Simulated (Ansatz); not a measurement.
**Cu interstitial (beta tin host)**

Calculation: PBE, PAW (plane waves to 420 eV; Ansatz, a program for electronic structure). Cell and caveats: 32-site cell; 5×5×3 Γ-centred k-points; start: void with 5Sn nearest; no spin–orbit coupling; no Hubbard U; finite-size errors of tenths of an eV; the relaxation kept the symmetry of the starting site; relaxed from one start, so a lower configuration may exist.

Neighbours after relaxation, in Å: of the Cu atom: Sn 2.59, Sn 2.59, Sn 2.61, Sn 2.65, Sn 2.65, Sn 3.05, Sn 3.05.

Formation energies E_f are those of the neutral cell. Chemical conditions: host crystal and elements as references (Δμ(Cu) = 0.00 eV; Cu taken from its element, since no compound that bounds it was computed at this level; only phases computed here count, gases as isolated molecules at 0 K). Reference phases: Cu: fcc Cu.

The name describes the start; the neighbours show where the atoms ended.

```json
[
 {"charge": "0", "moment (μB)": "not spin-polarised", "largest move off a lattice site (Å)": "0.35", "E_f, host crystal and elements as references (eV)": "0.48"}
]
```
